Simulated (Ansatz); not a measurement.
GaN (I-4m2), r2SCAN with spin-orbit coupling, rigid bands (Ansatz, a quantum-chemistry and plane-wave program): Condition of this run: biaxial stress in (001) of -4 GPa (compression positive) (the target of the relaxation). band gap 1.97 eV, N_c = 1.77e18 cm⁻³ and N_v = 1.91e19 cm⁻³ at 300 K, conductivity masses along y (a = (0.00, 2.29, 2.21) Å; b = (2.29, 0.00, 2.21) Å; c = (2.29, 2.29, 0.00) Å) of 0.178 mₑ (electrons) and 0.941 mₑ (holes). Take k_BT = 0.02585 eV.

Question: What thermal injection velocity √(2k_BT/πm) limits a ballistic channel along the direction named?

Answer: 1.28e7 cm/s for electrons and 5.55e6 cm/s for holes, a ratio of √(m_h/m_e) = 2.30, for dilute carriers.

Question: A film of it is 5 nm thick, with its normal along the direction named. Estimate the confinement energies in an infinite well.

Answer: ħ²π²/(2m t²) = 0.376 eV·nm²/(m/mₑ × t²) gives 84.5 meV for electrons and 16.0 meV for holes, so the gap would widen to about 2.07 eV. Finite barriers and nonparabolic bands lower this, and with several valleys or bands the heaviest mass along the normal sets the lowest level, not this average.

Question: Find the intrinsic carrier density and the intrinsic Fermi level.

Answer: n_i = √(N_c N_v) exp(−E_g/2k_BT) = 5.81e18 × exp(−38.10) = 1.6e2 cm⁻³. The level lies (k_BT/2) ln(N_v/N_c) = 31 meV from mid-gap (positive towards the conduction band). Each 0.1 eV added to the gap lowers n_i by a factor of 6.9.

Rigid, parabolic bands with the computed gap; masses take one relaxation time for all states. Geometry: cell and atoms relaxed with PBEsol.
